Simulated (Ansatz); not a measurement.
# TiO2 in the rutile structure (space group P4_2/mnm, No. 136)

```yaml
crystal:
  lattice:
    - [4.54810, 0.00000, 0.00000]
    - [0.00000, 4.54810, 0.00000]
    - [0.00000, 0.00000, 2.91711]
  atoms:
    - { symbol: Ti, position: [0.00000, 0.00000, 0.00000] }
    - { symbol: Ti, position: [0.50000, 0.50000, 0.50000] }
    - { symbol: O, position: [0.30396, 0.30396, 0.00000] }
    - { symbol: O, position: [0.80396, 0.19604, 0.50000] }
    - { symbol: O, position: [0.19604, 0.80396, 0.50000] }
    - { symbol: O, position: [0.69604, 0.69604, 0.00000] }
```

Level of theory: LDA (Ansatz, a quantum-chemistry and plane-wave program; PAW; 420 eV plane waves; no spin-orbit coupling). Settings: 7×7×11 k-points, 0.05 eV Fermi–Dirac smearing.

```yaml
volume_per_atom: 10.06 Å³
density: 4.40 g/cm³
band_gap: 1.86 eV, direct at Γ
electron_mass: 0.52 mₑ along c, 1.1 mₑ across
total_energy: -1188.399 eV/atom (σ→0; compares only within this code and set-up)
```

Masses are band curvatures over ±0.01 Å⁻¹ around the edge. Stability against distortions was not tested. The final runs are not spin-polarised.
